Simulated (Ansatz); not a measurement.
Functionals compared on CH3 on the (100) surface of germanium (p(2x2) alternately buckled dimers; a constructed slab, bottom: dihydride, held), one in a cell of 66 Å², started at the site 'bridge Ge-Ge (span 4.1 Å)', in Ansatz (plane waves, PAW). The structure was relaxed with PBE; the other rows are single points on it, each with its references at the same level. Cutoff 420 eV (500 eV for r2SCAN).

Model: 44-atom slab, 11.3 Å thick at the start with caps and adatoms under the adsorbate (thin: gaps and levels are the slab's own), 3x3x1 mesh, Fermi-Dirac 0.01 eV, dipole correction, 24 atoms held, the rest relaxed; no symmetry held; spin-polarised, ending with about 0.3 μB a cell, a value that depends on the mesh; orders that need a larger cell were not tried, no spin-orbit, no U, no dispersion correction. The slab shows no gap over 0.04 eV on its mesh. At the end it is bonded to Ge. In PBE it is, or lies within 0.03 eV of, the lowest of the starts that converged. These notes are the PBE run's. RPBE: The program's check for a lower electronic state was not made. r2SCAN: The program's check for a lower electronic state was not made. Adsorption energies are against CH4(g) − ½ H2(g). A negative adsorption energy means that the adsorbate is more stable on the surface than in its reference.

```json
[
 {"functional": "PBE", "adsorption energy (eV)": "0.27", "work function of the top face (eV)": "4.71", "rough cost of the single point": "–"},
 {"functional": "RPBE", "adsorption energy (eV)": "0.37", "work function of the top face (eV)": "4.64", "rough cost of the single point": "about 23 core-minutes (a rough figure)"},
 {"functional": "r2SCAN", "adsorption energy (eV)": "0.18", "work function of the top face (eV)": "4.88", "rough cost of the single point": "roughly 50 core-minutes"}
]
```

Ansatz is a quantum-chemistry and plane-wave program.
